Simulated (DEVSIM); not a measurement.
Device: illuminated Si p-on-n cell, one wavelength, at 300 K.

```
layer (left to right)  material  thickness (μm)  Nd (cm⁻³)  Na (cm⁻³)   τn (s)   τp (s)  absorption coefficient (cm⁻¹)
---------------------  --------  --------------  ---------  ---------  -------  -------  -----------------------------
1                            Si           0.160          -     2.3e18   1.4e-5  0.00011                            190
2                            Si             100     2.9e16          -  0.00041  0.00041                            190
```

Left contact: ohmic, minority electron recombination velocity 4e6 cm/s. Right contact: ohmic, minority hole recombination velocity 20000 cm/s. Voltage is applied to the left contact. Recombination: SRH at mid-gap, radiative, Auger. Light enters at the left, 6.5e17 photons cm⁻² s⁻¹, one pass, no reflection. Mobility is constant in doping.

This is a model device: material constants are rounded textbook-type values typed into the input, and sizes, dopings and lifetimes were drawn at random. Values at 300 K.

| parameter | Si |
|---|---|
| gap (eV) | 1.124 |
| affinity (eV) | 4.05 |
| permittivity | 11.7 |
| Nc (cm⁻³) | 2.86e19 |
| Nv (cm⁻³) | 3.1e19 |
| μn (cm²/Vs) | 1417 |
| μp (cm²/Vs) | 470 |
| B (cm³/s) | 4.7e-15 |
| Cn (cm⁶/s) | 2.8e-31 |
| Cp (cm⁶/s) | 9.9e-32 |

Simulated with DEVSIM: 1D drift-diffusion, Boltzmann statistics, complete ionisation; no tunnelling, impact ionisation, image-force lowering or self-heating.

The recombination velocity at the left contact was swept, all else fixed.

```json
[
 {"recombination velocity at the left contact (cm/s)": "10", "open-circuit voltage (V)": "0.649", "fill factor": "0.84", "largest power (mW/cm²)": "32.3", "dark forward voltage at 100 A/cm² (V)": "0.889"},
 {"recombination velocity at the left contact (cm/s)": "100", "open-circuit voltage (V)": "0.649", "fill factor": "0.84", "largest power (mW/cm²)": "32.3", "dark forward voltage at 100 A/cm² (V)": "0.888"},
 {"recombination velocity at the left contact (cm/s)": "1000", "open-circuit voltage (V)": "0.649", "fill factor": "0.84", "largest power (mW/cm²)": "32.2", "dark forward voltage at 100 A/cm² (V)": "0.887"},
 {"recombination velocity at the left contact (cm/s)": "10000", "open-circuit voltage (V)": "0.646", "fill factor": "0.84", "largest power (mW/cm²)": "32.1", "dark forward voltage at 100 A/cm² (V)": "0.881"},
 {"recombination velocity at the left contact (cm/s)": "1e5", "open-circuit voltage (V)": "0.631", "fill factor": "0.83", "largest power (mW/cm²)": "31.2", "dark forward voltage at 100 A/cm² (V)": "0.868"},
 {"recombination velocity at the left contact (cm/s)": "1e6", "open-circuit voltage (V)": "0.593", "fill factor": "0.83", "largest power (mW/cm²)": "29.1", "dark forward voltage at 100 A/cm² (V)": "0.860"},
 {"recombination velocity at the left contact (cm/s)": "4e6", "open-circuit voltage (V)": "0.576", "fill factor": "0.82", "largest power (mW/cm²)": "28.1", "dark forward voltage at 100 A/cm² (V)": "0.859"},
 {"recombination velocity at the left contact (cm/s)": "1e7", "open-circuit voltage (V)": "0.570", "fill factor": "0.82", "largest power (mW/cm²)": "27.8", "dark forward voltage at 100 A/cm² (V)": "0.858"}
]
```

From the first row to the last the open-circuit voltage goes from 0.649 to 0.570. From the first row to the last the fill factor goes from 0.84 to 0.82.
